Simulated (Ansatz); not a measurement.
The starting structures come from a database of crystals and need not be the phases stable at ambient conditions.

By PBEsol, the system below comes out a metal.

The ballistic (Sharvin) conductance counts the channels at the Fermi level: G/A = (e²/h) × channels of both spins per area.

Given:

```
IrV3
1.0
    4.76272     0.00000     0.00000
    0.00000     4.76272     0.00000
    0.00000     0.00000     4.76272
V Ir
6 2
Direct
  0.50000   0.75000   0.00000
  0.50000   0.25000   0.00000
  0.75000   0.00000   0.50000
  0.25000   0.00000   0.50000
  0.00000   0.50000   0.25000
  0.00000   0.50000   0.75000
  0.50000   0.50000   0.50000
  0.00000   0.00000   0.00000
```

Space group of this cell: Pm-3n, A15 (Cr3Si type). The cell is taken as given; by PBEsol its mean pressure is -5.3 GPa.

The current flows along the normal of the first two printed cell vectors, the (001) plane of the conventional cell. No spin-orbit coupling; the value is a mean over 0.1 eV about the Fermi level.

Estimate the ballistic conductance per area that PBEsol (Ansatz, a program for electronic structure) returns for this system.

0.59 × 10¹⁵ S/m² for both spins.
